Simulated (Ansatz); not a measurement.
Band structure of YbC2 (I4/mmm, 3 atoms in the cell).

```xyz
3
Lattice="-1.9079 1.9079 3.2138 1.9079 -1.9079 3.2138 1.9079 1.9079 -3.2138" Properties=species:S:1:pos:R:3 pbc="T T T"
Yb     0.0000     0.0000     0.0000
C      0.0000     0.0000     3.8442
C      0.0000     0.0000     2.5834
```

Method: LDA (PW92), PAW files made with PBE (plane waves; Ansatz, an electronic-structure program).

Settings: kpoints.mp_grid.grid = 8 8 8; hamiltonian.xc = lda; hamiltonian.pseudopotentials = {kind: paw} (the program's default PAW files); scf.occupations.method = fermi_dirac; scf.occupations.width = 0.01 eV; kpoints.band_path.npoints = 8.

The starting cell comes from a database of computed structures (which also holds hypothetical and non-ambient phases and stackings), without a prior relaxation at this level. Spin-orbit coupling is off. Spin polarisation is off.

Levels in eV from the Fermi level, bands 13 to 19:
```tsv
point	13	14	15	16	17	18	19
Γ	-0.15	-0.03	0.04	0.04	1.07	1.07	2.14
X	-0.16	-0.16	-0.16	-0.11	-0.09	3.87	5.72
Y	-0.17	-0.17	-0.16	-0.14	0.88	4.18	4.92
S	-0.20	-0.18	-0.17	-0.09	3.17	3.66	4.52
Z	-0.21	-0.19	-0.01	-0.01	0.84	3.17	5.04
S1	-0.20	-0.18	-0.17	-0.09	3.17	3.66	4.52
N	-0.18	-0.17	-0.14	-0.12	3.10	4.13	4.72
P	-0.16	-0.16	-0.15	-0.11	1.19	1.19	5.84
Y1	-0.17	-0.17	-0.16	-0.14	0.88	4.18	4.92
```

Bands cross the Fermi level along this path, so the cell is metallic at this level.

Keys are those of Ansatz 0.2.
